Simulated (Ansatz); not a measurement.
**SnSe (model structure, started from the zincblende type, F-43m, No. 216, 2 atoms in the cell): properties by level of theory**

```csv
level (code),lattice constant a (Å),cohesive energy (eV/atom),band gap (eV)
PBE (Ansatz),6.778,3.10,0.05
PBEsol (Ansatz),…,…,0.00
PBE-D3(BJ) (Ansatz),6.734,…,0.00
r²SCAN (Ansatz),6.725,3.01,0.04
```

Problem. What belongs in the gaps?

Solution. 
- PBEsol (Ansatz, a first-principles code), lattice constant a (Å): 6.655
- PBEsol (Ansatz), cohesive energy (eV/atom): 3.39
- PBE-D3(BJ) (Ansatz), cohesive energy (eV/atom): 3.36

Computed values are for a static lattice. Spin–orbit coupling is included only where a level's name says +SOC; with heavier elements it mostly lowers gaps and can invert bands. A gap of zero means that the bands touch or overlap; how far they overlap is not shown.  Values are at the level's own equilibrium cell; PBEsol at the PBEsol cell. Cutoffs and k meshes differ between the levels. Ansatz's density-functional and Hartree–Fock values are scalar-relativistic unless marked +SOC, with PAW data made under PBE.

Ansatz's density-functional and Hartree–Fock values are scalar-relativistic unless marked +SOC, with PAW data made under PBE.

Static lattice: no zero-point or thermal effects.

A model structure was made by putting elements into a prototype or built by hand; it is no filed structure, need not be a known phase, and can be a saddle point held by its symmetry.
